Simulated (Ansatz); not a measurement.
**MgB2: isotropic strain +4.79 %**

Consider MgB₂ (space group P6/mmm, No. 191; a = 3.0753 Å, c = 3.5248 Å; relaxed with 0.1 eV smearing).

Modification: the cell is scaled by 1.0479 in all directions, atoms relaxed at fixed cell.

Computed with Kohn–Sham DFT with the PBE functional, run in Ansatz (a quantum-chemistry and plane-wave program) with PAW and 420 eV plane waves, scalar-relativistic without spin-orbit coupling. Γ-centred 22×22×16 mesh, Fermi–Dirac width 0.1 eV.

```csv
quantity,base,changed,shift
volume per atom,9.62 Å³,11.07 Å³,+1.45 Å³
shortest interatomic distance,1.776 Å,1.861 Å,+0.085 Å
energy relative to the base (free energy F),0 meV/atom,+83 meV/atom,+83 meV/atom
"pressure (mean of the normal stresses, compression positive)",0.0 GPa,-16.5 GPa,-16.5 GPa
band gap,zero,zero,–
```

Final structure:

```yaml
crystal:
  lattice:
    - [3.22261, 0.00000, 0.00000]
    - [-1.61131, 2.79087, 0.00000]
    - [0.00000, 0.00000, 3.69367]
  atoms:
    - { symbol: Mg, position: [0.00000, 0.00000, 0.00000] }
    - { symbol: B, position: [0.33333, 0.66667, 0.50000] }
    - { symbol: B, position: [0.66667, 0.33333, 0.50000] }
```

Cost of the whole job for the changed cell (relaxation, final SCF and bands): around 22 core-seconds (rough).

Whether these cells are dynamically stable was not tested. All final runs are without spin polarisation.
